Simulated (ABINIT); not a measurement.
ABINIT run on NaAsF6 (Fm-3m, 8 atoms in the cell): self-consistent single point.

Method: LDA (PW92), norm-conserving pseudopotentials (PseudoDojo nc-sr-04 LDA standard) (plane waves; ABINIT).

```xyz
8
Lattice="0.0000 3.9659 3.9659 3.9659 0.0000 3.9659 3.9659 3.9659 0.0000" Properties=species:S:1:pos:R:3 pbc="T T T"
Na     3.9659     3.9659     3.9659
As     0.0000     0.0000     0.0000
F      3.9659     3.9659     6.1998
F      3.9659     3.9659     1.7321
F      6.1998     3.9659     3.9659
F      1.7321     3.9659     3.9659
F      3.9659     6.1998     3.9659
F      3.9659     1.7321     3.9659
```

Reference input (self-consistent single point, DFT, PBEsol, plane waves, norm-conserving pseudopotentials (PseudoDojo nc-sr-04 PBEsol standard)): pseudos = [Na.upf, As.upf, F.upf]; ecut = 88 Ry; ixc = -116133; occopt = 1; ngkpt = 4 4 4; nshiftk = 1; shiftk = 0 0 0; potentials = PseudoDojo nc-sr-04 PBEsol standard; nband = 35; kptopt = 1; nstep = 100; tolvrs = 1e-10. This run's input differs from it in these lines:

```diff
@@ -1,2 +1,2 @@
-# NaAsF6, PseudoDojo nc-sr-04 PBEsol standard
+# NaAsF6, PseudoDojo nc-sr-04 LDA standard
 pp_dirpath "./"
@@ -22,3 +22,3 @@
 ecut 88 Ry
-ixc -116133
+ixc 7
 occopt 1
```

Its files differ too (potentials: PseudoDojo nc-sr-04 PBEsol standard → PseudoDojo nc-sr-04 LDA standard).

Output, abridged:

```
--- !BeginCycle
solver: {iscf: 7, nstep: 100, nline: 4, wfoptalg: 0, }
tolerances: {tolvrs: 1.00E-10, }
...

     iter   Etot(hartree)      deltaE(h)  residm     vres2
 ETOT  1  -295.24837800063    -2.952E+02 1.057E+00 3.549E+03
 ETOT  2  -299.15077449319    -3.902E+00 1.412E-02 1.040E+03
 ETOT  3  -299.22180797282    -7.103E-02 1.040E-02 9.958E+01
 ETOT  4  -299.22542598422    -3.618E-03 2.200E-03 2.523E+01
 ETOT  5  -299.22687699660    -1.451E-03 4.185E-02 3.936E+00
   [... 4 lines left out ...]
 ETOT 10  -299.22730035359    -2.891E-08 2.028E-06 1.584E-06
 ETOT 11  -299.22730035365    -5.059E-11 1.262E-06 8.278E-08
 ETOT 12  -299.22730035363     1.535E-11 1.717E-06 3.144E-09
 ETOT 13  -299.22730035368    -5.400E-11 1.129E-06 9.324E-11
 At SCF step   13       vres2   =  9.32E-11 < tolvrs=  1.00E-10 =>converged.

 Cartesian components of stress tensor (hartree/bohr^3)
  sigma(1 1)=  2.31294144E-05  sigma(3 2)=  0.00000000E+00
  sigma(2 2)=  2.31294144E-05  sigma(3 1)=  0.00000000E+00
  sigma(3 3)=  2.31294144E-05  sigma(2 1)=  0.00000000E+00

 ----iterations are completed or convergence reached----

 reduced coordinates (array xred) for    8 atoms
       0.500000000000      0.500000000000      0.500000000000
       0.000000000000      0.000000000000      0.000000000000
       0.781630000000      0.781630000000      0.218370000000
       0.218370000000      0.218370000000      0.781630000000
       0.218370000000      0.781630000000      0.781630000000
       0.781630000000      0.218370000000      0.218370000000
   [... lines left out ...]
 Fermi (or HOMO) energy (hartree) =  -0.14299   Average Vxc (hartree)=  -0.31739
   [... lines left out ...]
total_energy        : -2.99227300353684E+02
total_energy_eV     : -8.14238893131560E+03
band_energy         : -4.17594281642593E+01
...

-Cartesian components of stress tensor (GPa)         [Pressure= -6.8049E-01 GPa]
- sigma(1 1)=  6.80490750E-01  sigma(3 2)=  0.00000000E+00
- sigma(2 2)=  6.80490750E-01  sigma(3 1)=  0.00000000E+00
- sigma(3 3)=  6.80490750E-01  sigma(2 1)=  0.00000000E+00

 Calculation completed.
```

The run converged in 13 iterations. Against the reference run the pressure goes from 2.74 to -0.68 GPa, the largest force goes from 0.283 to 0.018 eV/Å and the gap on the mesh goes from 5.623 to 5.433 eV.

The starting cell comes from a database of computed structures (which also holds hypothetical and non-ambient phases and stackings), without a prior relaxation at this level. Its lattice was rescaled by a random factor within 2.5 % of one.

Cost on one core of a shared machine: roughly 4 min.
